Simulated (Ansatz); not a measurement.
**CuI, pressure series**

The reference is CuI in the zinc blende structure (space group F-43m, No. 216; a = 5.939 Å).

Cell and atoms are relaxed at each pressure.

Calculations: PBEsol (Ansatz, an electronic-structure program; PAW; 420 eV plane waves; no spin-orbit coupling).

Computed cases, in order: pressure −2 GPa; pressure −1 GPa; 0 GPa (base); pressure 0.9 GPa; pressure 2.1 GPa; pressure 4.5 GPa; pressure 9 GPa; pressure 15 GPa; pressure 22.5 GPa; pressure 30 GPa.

Between which two neighbouring cases does the gap turn between direct and indirect?

Between pressure 15 GPa (1.78 eV, direct at Γ) and pressure 22.5 GPa (1.88 eV, indirect, Γ → X). The whole series: pressure −2 GPa: 1.05 eV, direct at Γ; pressure −1 GPa: 1.11 eV, direct at Γ; 0 GPa (base): 1.17 eV, direct at Γ; pressure 0.9 GPa: 1.22 eV, direct at Γ; pressure 2.1 GPa: 1.29 eV, direct at Γ; pressure 4.5 GPa: 1.40 eV, direct at Γ; pressure 9 GPa: 1.58 eV, direct at Γ; pressure 15 GPa: 1.78 eV, direct at Γ; pressure 22.5 GPa: 1.88 eV, indirect, Γ → X; pressure 30 GPa: 1.75 eV, indirect, Γ → X.

With I present, leaving out spin-orbit coupling can change the band edges. Load acts through the strain it causes; cell and atoms are relaxed under it. Whether these cells are dynamically stable was not tested. Tetrahedral semiconductors of this kind turn to denser phases somewhere between about 1 and 50 GPa; those were not computed, so compressed cells here can lie past the real transition. The final runs are not spin-polarised.
